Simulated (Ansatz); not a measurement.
SrTiO3, response to strain

Consider SrTiO$_{3}$ in the cubic perovskite structure (space group Pm-3m, No. 221; a = 3.8911 Å). Axes: x, y, z lie along the cube axes.

Strains are applied to the cell and any free atomic positions relax; under biaxial strain the out-of-plane vector relaxes too.

Method: PBEsol, PAW, 420 eV (Ansatz, a first-principles code; no SOC).

Base values:

* **Band gap**: 1.85 eV

Question: The aim is a band gap between 1.46 eV and 1.58 eV. Which of these changes reaches it?
(A) biaxial strain −2.15 %, plane normal [111], relaxed out of plane
(B) tensor shear ε_xy = −2.27 %
(C) isotropic strain +5.82 %
(D) uniaxial strain ε_yy = −2.06 %

Answer: C, isotropic strain +5.82 %. It gives 1.53 eV; biaxial strain −2.15 %, plane normal [111], relaxed out of plane gives 1.82 eV; tensor shear ε_xy = −2.27 % gives 1.74 eV; uniaxial strain ε_yy = −2.06 % gives 1.85 eV. Changes not listed may reach it too

Stability against distortions was not tested. All final runs are without spin polarisation. Many cubic perovskites are stable only at high temperature; tilts and polar distortions were not tested.
